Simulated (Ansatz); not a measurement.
## What a tighter setting buys: basis.ecutwfc, ZnS (P6_3mc, 20 atoms in the cell)

Cell: a = 3.8077 Å, b = 3.8077 Å, c = 31.1455 Å, α = 90.00°, β = 90.00°, γ = 120.00°.

Level of theory: PBE, PAW files (plane waves; Ansatz, an electronic-structure program).

Base settings: basis.ecutwfc = 30.9 Ry; kpoints.mp_grid.grid = 6 6 1; hamiltonian.xc = pbe; hamiltonian.pseudopotentials = {kind: paw} (the program's default PAW files); scf.occupations.method = fixed.

Misses are taken against the tightest run, 61.7 Ry, which need not be fully converged itself. The energy is the free energy per atom.

The count of work is k-points × plane waves × bands × iterations; it is no time, and leaves out set-up, grids and terms that scale otherwise. 

Ansatz's pressure holds its estimate of the finite-basis (Pulay) stress, which hides part of the cutoff error; the uncorrected pressure shows it.

The starting cell comes from a database of computed structures (which also holds hypothetical and non-ambient phases and stackings), without a prior relaxation at this level. Its lattice was rescaled by a random factor within 2.5 % of one. Ansatz's pressure includes its estimate of the finite-basis (Pulay) stress.

| basis.ecutwfc | energy less reference (meV/atom) | pressure less reference (GPa) | largest difference in the force on any atom (eV/Å) | uncorrected pressure less reference (GPa) | count of work / reference |
|---|---|---|---|---|---|
| 12.5 Ry | 10923.36 | 14.08 | 0.114 | -369.78 | 0.080 |
| 15.4 Ry | 2622.19 | 0.76 | 0.016 | -107.88 | 0.13 |
| 18.4 Ry | 554.25 | 0.81 | 0.007 | -29.83 | 0.16 |
| 21.7 Ry | 73.12 | 0.32 | 0.001 | -5.53 | 0.21 |
| 24.6 Ry | 10.39 | 0.07 | 0.000 | -0.74 | 0.25 |
| 27.9 Ry | 3.94 | 0.02 | 0.000 | -0.05 | 0.30 |
| 30.9 Ry | 2.65 | 0.01 | 0.000 | -0.07 | 0.36 |
| 35.6 Ry | 0.92 | 0.01 | 0.000 | -0.03 | 0.44 |
| 40.1 Ry | 0.34 | 0.01 | 0.000 | -0.01 | 0.53 |
| 46.3 Ry | 0.13 | 0.00 | 0.000 | 0.00 | 0.66 |
| 54 Ry | 0.05 | 0.00 | 0.000 | 0.00 | 0.83 |
| 61.7 Ry | 0.00 | 0.00 | 0.000 | 0.00 | 1.0 |

Coarsest setting among those run that, with all tighter ones, holds the energy within 20 meV/atom of the reference: 24.6 Ry, off by 10 meV/atom; it needs 0.25 of the reference's count of work.

Coarsest setting among those run that, with all tighter ones, holds the energy within 5 meV/atom of the reference: 27.9 Ry, off by 3.9 meV/atom; it needs 0.30 of the reference's count of work.

The step from 24.6 Ry to 54 Ry: it takes the miss in the energy from 10 to 0.05 meV/atom, for 3.3 times the count of work.

Keys are those of Ansatz 0.2.
